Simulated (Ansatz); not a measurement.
Input:

```
Cd
1.0
    3.01606     0.00000     0.00000
   -1.50803     2.61198     0.00000
    0.00000     0.00000     5.81912
Cd
2
Direct
  0.33333   0.66667   0.75000
  0.66667   0.33333   0.25000
```

No spin polarisation.

A single point on Cd, its geometry relaxed with PBE.

Level of theory: plane-wave PAW DFT at the r2SCAN level (Ansatz, a quantum-chemistry and plane-wave program, 500 eV), scalar-relativistic without spin-orbit coupling. Γ-centred 18×18×8 mesh, Fermi–Dirac width 0.05 eV.

Problem. What pressure does the calculation give?

Solution. -2.3 GPa.

Problem. What is the computed band gap?

Solution. Zero.

Single points use the geometry relaxed with PBE. Stability against distortions was not tested. The cell is Cd in the hcp (Mg type) structure (space group P6_3/mmc, No. 194).
